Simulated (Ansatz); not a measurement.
The structure below was relaxed with plane-wave PAW DFT at the r2SCAN level (Ansatz, a quantum-chemistry and plane-wave program, 500 eV), no spin-orbit coupling, at pressure 0.7 GPa.

Space group Im-3m (No. 229); a = 5.7682 Å, b = 5.7682 Å, c = 5.7682 Å, α = 90.00°, β = 90.00°, γ = 90.00°

| atom | site | symmetry | x | y | z |
|---|---|---|---|---|---|
| Cs | 2a | m-3m | 0.0000 | 0.0000 | 0.0000 |

Q: Write out a cell with all atoms.

A: 
```
Cs
1.0
    5.76820     0.00000     0.00000
    0.00000     5.76820     0.00000
    0.00000     0.00000     5.76820
Cs
2
Direct
  0.00000   0.00000   0.00000
  0.50000   0.50000   0.50000
```
This is the conventional cell.

Load acts through the strain it causes; cell and atoms are relaxed under it. Whether these cells are dynamically stable was not tested. The cell was made from Cs in the bcc (W type) structure (space group Im-3m, No. 229) by this change: pressure 0.7 GPa.
